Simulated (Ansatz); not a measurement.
Levels about the gap of amorphous Zr20O41Be (62 atoms in a cell of 789 Å³, 5.24 g/cm³; zone centre alone, so wide bands show as single levels with stretches between that a denser mesh fills), at the geometry that PBE relaxed, where it gives 2.3 GPa on a denser mesh. The participation number counts the atoms over which a state spreads; weights are charges in smoothed Voronoi cells. The levels come from a single point, so bond lengths are those of that geometry. Method of the levels: r2SCAN, scalar-relativistic without spin-orbit coupling (Ansatz, a program for electronic structure). Sampling: the zone centre alone; Fermi-Dirac width 0.02 eV; no spin polarisation. At PBE the levels at the filled edge of the gap are localised (band-tail or defect states).

It comes from a melt-quench run on a machine-learned potential (CHGNet), relaxed afterwards by DFT. O atoms were pushed apart under 1.9 Å during the dynamics, to hinder bonds among them. The hot cell started wider than the set density and was brought back towards it in steps. It is the lowest in DFT energy of 2 quenches. It is a model cell: composition and starting density were chosen by hand, and all elements were melted together. No dispersion term was used. Its density started from a set value of 5.24 and ended at 5.24 g/cm³. The simulated quench (nominally 450 K/ps over its main leg) is rapid and tends to freeze in more defects than a deposited or slowly cooled glass has. A cell of this size samples the disorder only roughly. The volume was held where the preparation left it and the shape relaxed, at a PBE pressure of 2.3 GPa. Stress components on the final sampling reach 2.3 GPa.

```csv
"E - E(highest filled), eV",filling,participation number,largest on,weight O,weight Zr,weight Be
-0.49,filled,24.5,"O, 3 neighbours",0.95,0.05,0.00
-0.44,filled,24.1,"O, 3 neighbours",0.93,0.06,0.00
-0.39,filled,9.3,"O, 3 neighbours",0.95,0.05,0.01
-0.34,filled,19.5,"O, 2 neighbours",0.93,0.06,0.00
-0.33,filled,14.3,"O, 3 neighbours",0.94,0.05,0.01
-0.24,filled,22.2,"O, 3 neighbours",0.94,0.06,0.00
0.00,filled,5.2,"O, 3 neighbours",0.95,0.05,0.00
4.00,empty,15.1,"Zr, 6 neighbours",0.36,0.64,0.00
4.03,empty,16.9,"Zr, 7 neighbours",0.33,0.66,0.00
4.20,empty,24.4,"Zr, 7 neighbours",0.35,0.65,0.01
4.31,empty,24.2,"Zr, 7 neighbours",0.31,0.69,0.00
4.36,empty,23.7,"Zr, 6 neighbours",0.31,0.69,0.00
4.47,empty,18.2,"Zr, 6 neighbours",0.35,0.65,0.00
4.54,empty,23.0,"Zr, 7 neighbours",0.32,0.67,0.00
```

Most localised among these is the filled level at +0.00 eV, on a O atom, which has 3 neighbours (Zr 2.05 Å, Zr 2.08 Å, Zr 2.18 Å).
